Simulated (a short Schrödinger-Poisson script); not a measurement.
Solved with a short Schrödinger-Poisson script written for these runs: one-band effective-mass equation with BenDaniel-Duke matching, electrons, heavy and light holes apart, hard walls at the outer ends, one valence edge for both holes (no strain splitting), no charge, excitons, band mixing or non-parabolicity; under a field the levels are quasi-bound states of a box, listed while three quarters of their weight lies within 4 nm of the wells.

Stack: single In0.53Ga0.47As/InP quantum well.

From the first side: 20 nm InP; 6 nm In0.53Ga0.47As; 20 nm InP.

Constants are typed, rounded textbook-type inputs, not results; the design itself was drawn at random and stands for no fabricated device. In0.53Ga0.47As: direct gap (eV) 0.74, conduction-band edge (eV) 0, electron mass (mₑ) 0.041, heavy-hole mass 0.38, light-hole mass 0.052. InP: direct gap (eV) 1.344, conduction-band edge (eV) 0.25, electron mass (mₑ) 0.08, heavy-hole mass 0.53, light-hole mass 0.12.

The valence-band edge of each layer lies one gap below its conduction-band edge. The electron's potential energy rises along the stack by the applied field. Mesh 0.03 nm at interfaces.

Question: Give the shift of e1-hh1 at 93.8 kV/cm (meV); the squared e1-hh1 overlap at zero applied field; the hh1 − lh1 (meV).

Answer: shift of e1-hh1 at 93.8 kV/cm (meV): -4.5; squared e1-hh1 overlap at zero applied field: 0.89; hh1 − lh1 (meV): 51.0. Parabolic bands overrate the confinement in so narrow a well of a small-gap material. Excitons are left out, and strain enters only through the typed gaps and offsets, so measured lines lie elsewhere.
